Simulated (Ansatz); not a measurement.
Density of states of ScPd3 (Fm-3m, 4 atoms in the cell).

```xyz
4
Lattice="0.0000 3.4915 3.4915 3.4915 0.0000 3.4915 3.4915 3.4915 0.0000" Properties=species:S:1:pos:R:3 pbc="T T T"
Sc     0.0000     0.0000     0.0000
Pd     3.4915     3.4915     3.4915
Pd     1.7458     1.7458     1.7458
Pd     5.2373     5.2373     5.2373
```

Method: revPBE, default PAW files made with PBE (plane waves; Ansatz, a first-principles code).

SCF settings: basis.ecutwfc = 30.9 Ry; kpoints.mp_grid.grid = 7 7 7; hamiltonian.xc = revpbe; hamiltonian.pseudopotentials = {kind: paw} (the program's default PAW files); scf.occupations.method = gaussian; scf.occupations.width = 0.02 Ry. Keys of the DOS step: output.dos.nscf_kmesh.grid = 11 11 11; output.dos.method = {smearing: {sigma: 0.02}} eV.

The starting cell was generated: these elements placed on a structure prototype, without a prior relaxation; it need not be a known phase or ordering of this composition. Spin polarisation is off.

Total DOS (both spins), as means of the tabulated values in each energy bin; the zero is the program's Fermi level or highest filled level, and the curve is cut to this window:

(E (eV), states/eV/cell): (-7.75, 0.00); (-7.25, 0.00); (-6.75, 0.00); (-6.25, 0.00); (-5.75, 0.00); (-5.25, 0.18); (-4.75, 0.34); (-4.25, 0.69); (-3.75, 1.04); (-3.25, 6.29); (-2.75, 13.6); (-2.25, 11.1); (-1.75, 11.1); (-1.25, 6.90); (-0.75, 12.5); (-0.25, 2.17); (0.25, 2.48); (0.75, 3.46)

Around zero the curve holds about 2.1 states/eV/cell.

Keys are those of Ansatz 0.2.
